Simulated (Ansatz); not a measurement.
Take YN in the rock salt structure (space group Fm-3m, No. 225; a = 4.8562 Å) as the base.

Calculations: PBEsol/PAW in Ansatz (a first-principles code), no SOC.

Strains are applied to the cell and any free atomic positions relax.

One change was made to it. Results:

| quantity | base | after |
|---|---|---|
| band gap | 0.08 eV | zero |
| energy relative to the base (free energy F) | 0 meV/atom | +68 meV/atom |
| pressure | 0.0 GPa | 18.9 GPa |

### Question
Which of these changes matches the shifts?
(A) isotropic strain +2.50 %
(B) isotropic strain +1.00 %
(C) isotropic strain −1.00 %
(D) isotropic strain −3.00 %

### Answer
D, isotropic strain −3.00 %. For comparison, the energy relative to the base in the other runs: isotropic strain +1.00 % gives +6.7 meV/atom; isotropic strain −1.00 % gives +7.1 meV/atom; isotropic strain +2.50 % gives +40 meV/atom.

The mesh was chosen for an insulator and is coarse for the gapless case. Whether these cells are dynamically stable was not tested. All final runs are without spin polarisation. Gaps under 0.05 eV, about the width of the smearing, are given as zero. The zero or small gap of YN can change with the level of theory.
